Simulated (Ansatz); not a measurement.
# GaN: response to strain

Take GaN in the zinc blende structure (space group F-43m, No. 216) as the base.

```yaml
crystal:
  lattice:
    - [0.00000, 2.24895, 2.24895]
    - [2.24895, 0.00000, 2.24895]
    - [2.24895, 2.24895, 0.00000]
  atoms:
    - { symbol: Ga, position: [0.00000, 0.00000, 0.00000] }
    - { symbol: N, position: [0.25000, 0.25000, 0.25000] }
```

Cartesian axes are those of the cell as printed.

Strains are applied to the cell and any free atomic positions relax; under biaxial strain the out-of-plane vector relaxes too.

Method: Kohn–Sham DFT with the r2SCAN functional, run in Ansatz (a quantum-chemistry and plane-wave program) with PAW and 500 eV plane waves, scalar-relativistic without spin-orbit coupling.

Candidates:
(a) biaxial strain +2.50 %, plane normal [001], relaxed out of plane
(b) biaxial strain +1.00 %, plane normal [001], relaxed out of plane
(c) biaxial strain +1.50 %, plane normal [001], relaxed out of plane
(d) biaxial strain +0.50 %, plane normal [001], relaxed out of plane

Before the change:

```
Property    Value
--------  -------
Band gap  2.17 eV
```

Q: Order them by band gap, highest first.

A: (d) biaxial strain +0.50 %, plane normal [001], relaxed out of plane (2.11 eV), (b) biaxial strain +1.00 %, plane normal [001], relaxed out of plane (2.04 eV), (c) biaxial strain +1.50 %, plane normal [001], relaxed out of plane (1.98 eV), (a) biaxial strain +2.50 %, plane normal [001], relaxed out of plane (1.87 eV)

Whether these cells are dynamically stable was not tested. This is not the structure that GaN has at room temperature and ambient pressure.
